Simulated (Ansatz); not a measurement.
Phonon-limited transport in MgPd₃ (I4/mmm)

Consider the following.

```yaml
crystal:
  lattice:
    - [-1.96900, 1.96900, 3.85698]
    - [1.96900, -1.96900, 3.85698]
    - [1.96900, 1.96900, -3.85698]
  atoms:
    - { symbol: Mg, position: [0.00000, 0.00000, 0.00000] }
    - { symbol: Pd, position: [0.50000, 0.50000, 0.00000] }
    - { symbol: Pd, position: [0.75000, 0.25000, 0.50000] }
    - { symbol: Pd, position: [0.25000, 0.75000, 0.50000] }
```

All values below come from PBEsol, DFPT electron-phonon coupling, linearised Boltzmann equation (plane waves, PAW, scalar-relativistic; Ansatz, an electronic-structure program). How the cell was made: relaxed with this functional, without spin-orbit coupling.

```
Quantity                                          Result
--------------------  ----------------------------------
resistivity at 300 K  11.0 (x), 11.0 (y), 14.1 (z) μΩ·cm
```

A metal at this level (no band gap). Only scattering by harmonic phonons is included (no impurities, grain boundaries, electron-electron scattering or thermal expansion). Spin-orbit coupling is left out. Halving the electron mesh (20x20x20) moves the resistivity by up to 14 % at 300 K. Smearing 0.20 eV; phonons on a 5x5x5 q mesh, which this run doesn't test.

Computed structure with no diffraction record at hand here (it may be known, metastable or hypothetical): MgPd3 (I4/mmm).
